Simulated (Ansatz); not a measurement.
Consider ZnSe in the zinc blende structure (space group F-43m, No. 216; a = 5.6656 Å). Axes: x, y, z lie along the cube axes.

All numbers come from DFT with r2SCAN, PAW potentials and a 500 eV plane-wave cutoff in Ansatz (a quantum-chemistry and plane-wave program), without spin-orbit coupling.

For the base:

```
Property                             Value
---------------------  -------------------
Valence-band top at Γ  0.00, 0.00, 0.00 eV
Pressure                         -0.01 GPa
Band gap                           1.87 eV
```

Modification: biaxial strain −0.42 %, plane normal [111], relaxed out of plane (Cartesian); in-plane vectors clamped, the third vector and the atoms free.

Estimate the effect on the energy relative to the base, valence-band top at Γ, pressure and band gap.

The energy increases by 0.3 meV/atom; the valence-band top at Γ (three highest levels, from the VBM) changes from 0.00, 0.00, 0.00 eV to 0.00, 0.00, -0.04 eV; the pressure (mean of the normal stresses, compression positive) rises by 0.39 GPa to 0.38 GPa; the band gap increases by 0.01 eV to 1.88 eV.

Whether these cells are dynamically stable was not tested.
